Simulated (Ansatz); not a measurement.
The starting structures come from a database of crystals and need not be the phases stable at ambient conditions.

By PBEsol, the system below comes out a metal.

Crystal: CaHg (Pm-3m, CsCl type, not sure to be the ambient phase, 2 atoms a cell, 26.5 Å³ an atom); planes in its conventional cell.

Method: PBEsol (plane waves, PAW; Ansatz, an electronic-structure program).

Ballistic conductance counts the channels of both spins, as a mean over 0.1 eV about the Fermi level; spin-orbit coupling is left out.

```json
[
 {"plane": "(110)", "area (Å²)": "19.9", "G/A (10¹⁵ S/m²)": "0.70"},
 {"plane": "(001)", "area (Å²)": "14.1", "G/A (10¹⁵ S/m²)": "?"},
 {"plane": "(111)", "area (Å²)": "24.4", "G/A (10¹⁵ S/m²)": "?"}
]
```

### Question
Some entries are withheld; supply them.

### Answer

- (001), G/A (10¹⁵ S/m²): 0.58
- (111), G/A (10¹⁵ S/m²): 0.77
